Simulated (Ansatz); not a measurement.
Start from GaN in the rock salt structure (space group Fm-3m, No. 225; a = 4.219 Å; a model cell). Axes: x, y, z lie along the cube axes.

Perturbation: uniaxial stress, 8 GPa compression along x; all other stress components relax to zero.

Levels (all Ansatz, an electronic-structure program, PAW): PBEsol (420 eV, no SOC); r2SCAN (500 eV, no SOC); HSE06 (420 eV, no SOC).

At the geometry relaxed with PBEsol, these levels gave the following band gaps, in shuffled order: (a) 1.72 eV, (b) 0.98 eV, (c) 0.36 eV.

Problem. Match each gap to its level.

Solution. (a) HSE06; (b) r2SCAN; (c) PBEsol.

Single points use the geometry relaxed with PBEsol. The hybrid gap comes from the SCF mesh plus the semilocal run's edge points and a few special points and is an upper bound. Load acts through the strain it causes; cell and atoms are relaxed under it. Stability under load was not tested beyond the relaxation. The base started in Pnma and relaxed to Fm-3m at this level. This is not the structure that GaN has at room temperature and ambient pressure.
